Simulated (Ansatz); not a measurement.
System: InP (model structure, within 0.1 Å of P6₂22, No. 180, 6 atoms in the cell). Method: r²SCAN (plane waves, PAW; Ansatz, a program for electronic structure).

Numerical settings: plane-wave cutoff 560 eV, 18×18×6 k mesh (along the axes of the cell as run), Fermi–Dirac smearing 0.05 eV, scalar-relativistic PAW data made under PBE.

Cell (relaxed with PBEsol):

```cif
data_In3P3
_chemical_formula_sum 'In3 P3'
_space_group_name_H-M_alt 'P6222'
_space_group_IT_number 180
_space_group_name_Hall 'P 62 2 (0 0 4)'
_cell_length_a 4.12066
_cell_length_b 4.12066
_cell_length_c 9.25003
_cell_angle_alpha 90.000
_cell_angle_beta 90.000
_cell_angle_gamma 120.000
loop_
_atom_site_label
_atom_site_type_symbol
_atom_site_symmetry_multiplicity
_atom_site_Wyckoff_symbol
_atom_site_fract_x
_atom_site_fract_y
_atom_site_fract_z
_atom_site_occupancy
In1 In 3 d 0.50000 0.00000 0.50000 1
P1 P 3 c 0.50000 0.00000 0.00000 1
```

Question: Give the computed band gap.

Answer: 
band gap: 0.49 eV (on the SCF k mesh)

Note: cell and atoms aren't relaxed at this level (pressure 1.6 GPa).

Spin–orbit coupling is not included.

The computed numbers hold no vibrational or temperature effects.

A model structure was made by putting elements into a prototype or built by hand; it is no filed structure, need not be a known phase, and can be a saddle point held by its symmetry.
